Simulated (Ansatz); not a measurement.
Total g(r) from a molecular-dynamics run [in the run: one k-point, which a denser mesh shifts by 0.0 GPa in pressure and 0.11 eV/Å in forces]. Computed with PBE (plane waves, PAW; Ansatz, a quantum-chemistry and plane-wave program).

```
r (Å) | g(r)
     1.02 |  0.00
     1.14 |  0.00
     1.26 |  0.00
     1.38 |  0.00
     1.50 |  0.00
     1.62 |  0.03
     1.74 | # 0.04
     1.86 | ### 0.18
     1.98 | ###### 0.40
     2.10 | ###### 0.44
     2.22 | ############ 0.84
     2.34 | ######################## 1.67
     2.46 | ############################## 2.10
     2.58 | ######################### 1.75
     2.70 | ################### 1.32
     2.82 | ############### 1.04
     2.94 | ############## 0.98
     3.06 | ############ 0.86
     3.18 | ############# 0.89
     3.30 | ############# 0.91
     3.42 | ############## 0.98
     3.54 | ############## 0.97
     3.66 | ############## 1.00
     3.78 | ############### 1.05
     3.90 | ############### 1.06
     4.02 | ############## 0.98
     4.14 | ############## 1.00
     4.26 | ############# 0.94
     4.38 | ############## 0.95
     4.50 | ############# 0.93
     4.62 | ############# 0.93
     4.74 | ############# 0.90
     4.86 | ############## 0.97
     4.98 | ############# 0.92
     5.10 | ############## 0.98
     5.22 | ############## 1.01
```

Task: Which system gave this curve?
(A) Si15B, liquid, 1459 K (no melting point cited, so perhaps supercooled)
(B) GaN (zinc blende; a metastable form), crystal, 289 K, 7.2 GPa
(C) GaN (wurtzite), crystal, 973 K
(D) GaN (wurtzite), crystal, 1459 K (so hot that an open crystal may lose its volatile element)

Result: A, Si15B, liquid, 1459 K (no melting point cited, so perhaps supercooled)
